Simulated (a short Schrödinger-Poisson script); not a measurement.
## Gated Al0.4Ga0.6As/GaAs δ-doped gas

System: gated Al0.4Ga0.6As/GaAs δ-doped gas, at 300 K.

| layer | material | thickness (nm) | Na (cm⁻³) |
|---|---|---|---|
| 1 | Al0.4Ga0.6As | 8 | - |
| 2 | Al0.4Ga0.6As | 10 | - |
| 3 | GaAs | 6000 | 3e14 |

The device is made up for the run: typed textbook-type constants, with dimensions and the other settings drawn at random. Al0.4Ga0.6As: permittivity 11.76, conduction-band edge (eV) 0.316, gap (eV) 1.923, electron mass (mₑ) 0.1002, Nv at 300 K (cm⁻³) 9e18. GaAs: permittivity 12.9, conduction-band edge (eV) 0, gap (eV) 1.424, Nv at 300 K (cm⁻³) 9e18.

Channel valleys (confinement mass, in-plane density-of-states mass, number): Γ 0.067, 0.067, 1. At the gate the conduction-band edge of layer 1 lies 1.07 eV − eVg above the Fermi level of the channel; the field vanishes at the back. Sheet of ionised δ-doping: +3.8e12 e/cm² at 8 nm from the gate. The barrier under the gate holds no holes. Gaps are held at their typed values at every temperature. Mesh 0.08 nm at interfaces.

Solved with a short Schrödinger-Poisson script written for these runs: 1D Poisson equation in equilibrium, electrons quantum, Hartree plus LDA exchange-correlation (BenDaniel-Duke, 40 states a valley, the channel's in-plane mass for all, wave functions free to enter the barrier), parabolic valleys, classical holes, full ionisation, no traps, pinning or gate leakage.

| Vg (V) | electrons (cm⁻²) | in the channel layer | C (μF/cm²) | Γ E0 (meV) | Γ E1 (meV) |
|---|---|---|---|---|---|
| 0.5 | 5.63e11 | 5.56e11 | 0.410 | 12.1 | 49.6 |
| 0.45 | 4.38e11 | 4.34e11 | 0.389 | 21.5 | 55.5 |
| 0.4 | 3.21e11 | 3.19e11 | 0.361 | 32.8 | 62.9 |
| 0.35 | 2.15e11 | 2.13e11 | 0.321 | 46.7 | 72.7 |
| 0.3 | 1.23e11 | 1.23e11 | 0.263 | 64.9 | 86.7 |
| 0.25 | 5.46e10 | 5.44e10 | 0.178 | 90.1 | 107.9 |
| 0.2 | 1.57e10 | 1.57e10 | 0.0796 | 125.6 | 140.6 |
| 0.15 | 2.93e9 | 2.92e9 | 0.0222 | 170.6 | 184.5 |
| 0.1 | 4.57e8 | 4.56e8 | 0.00813 | 219.5 | 232.8 |
| 0.05 | 6.91e7 | 6.90e7 | 0.00595 | 268.9 | 281.9 |
| 0 | 1.05e7 | 1.04e7 | 0.00576 | 318.3 | 331.1 |
| -0.05 | 1.59e6 | 1.59e6 | 0.00588 | 367.6 | 380.1 |

Gate voltages with under 1e6 electrons/cm² are left out.

Subbands count from the Fermi level.
